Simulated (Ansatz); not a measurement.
Consider the following.

```xyz
2
Lattice="0.0000 2.7481 3.0157 2.7481 0.0000 3.0157 2.7481 2.7481 0.0000" Properties=species:S:1:pos:R:3 pbc="T T T"
Zn     0.0000     0.0000     0.0000
Se     1.3740     1.3740     1.5079
```

Method: r2SCAN with spin-orbit coupling, rigid bands (plane waves, PAW; Ansatz, a quantum-chemistry and plane-wave program). Condition of this run: uniaxial stress along [001] of -4 GPa (compression positive) (the target of the relaxation). Cell: cell and atoms relaxed with PBEsol, then loaded as said.

### Question
What conductivity effective mass do dilute holes have at 300 K?

### Answer
0.40 (x), 0.40 (y), 0.74 (z) mₑ.

### Question
Predict the electron conductivity mass (n e² τ/σ) at 300 K, by direction if it differs.

### Answer
0.130 mₑ.

### Question
And the band gap?

### Answer
1.56 eV at this level; semilocal functionals usually fall short of the measured gap.

Rigid bands, one relaxation time for all states, no polarons. Geometry: cell and atoms relaxed with PBEsol.
